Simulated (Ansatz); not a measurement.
Start from AlAs in the zinc blende structure (space group F-43m, No. 216; a = 5.675 Å). Axes: x, y, z lie along the cube axes.

Method: DFT with PBEsol, PAW potentials and a 420 eV plane-wave cutoff in Ansatz (a program for electronic structure), no spin-orbit coupling.

Before the change:

- Band gap: 1.34 eV
- Shortest interatomic distance: 2.457 Å

One thing is altered: a pure shear with ε_xz = ε_zx = 0.0336, atoms relaxed at fixed cell.

Problem. What happens to the stress?

Solution. The stress (xx, yy, zz, yz, xz, xy; compression positive) amounts to (0.13, -0.10, 0.13, 0.00, -3.47, 0.00) GPa.

Problem. Estimate the effect on the band gap.

Solution. The band gap decreases by 0.518 eV, from 1.34 eV to 0.83 eV.

Problem. How does this affect the energy relative to the base?

Solution. The energy grows by 17 meV/atom.

Problem. How does this affect the largest internal atomic displacement?

Solution. The largest internal atomic displacement comes out as 0.029 Å.

Problem. How does this affect the shortest interatomic distance?

Solution. The shortest interatomic distance falls by 0.020 Å, from 2.457 Å to 2.437 Å.

The cells carry an imposed strain or load. Gaps are read on the SCF mesh and a high-symmetry path. Whether these cells are dynamically stable was not tested.
